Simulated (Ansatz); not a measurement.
For SnGe (model structure, started from the CsCl type, Pm-3m, No. 221, 2 atoms in the cell), PBE (PAW; Ansatz, a quantum-chemistry and plane-wave program) gives:

```
Property                  Result
------------------  ------------
lattice constant a       3.605 Å
cohesive energy     3.23 eV/atom
```

What does PBE-D3(BJ) (PAW; Ansatz) give for the same quantities?


- lattice constant a: 3.550 Å (falls by 1.5 %)
- cohesive energy: 3.59 eV/atom (rises by 0.36 eV/atom)

Changes are worked out from the printed values.

Unless a cell is named, each level is at its own relaxed cell (PBE 23.42, PBE-D3(BJ) 22.37 Å³/atom).

Levels without +SOC leave out spin–orbit coupling, which shifts energies and cells of such heavy elements.

Caveats: a distance lies near a switch of the dispersion term, which can move the cell (PBE-D3(BJ)). Ansatz's density-functional and Hartree–Fock values are scalar-relativistic unless marked +SOC, with PAW data made under PBE.

A model structure was made by putting elements into a prototype or built by hand; it is no filed structure, need not be a known phase, and can be a saddle point held by its symmetry.
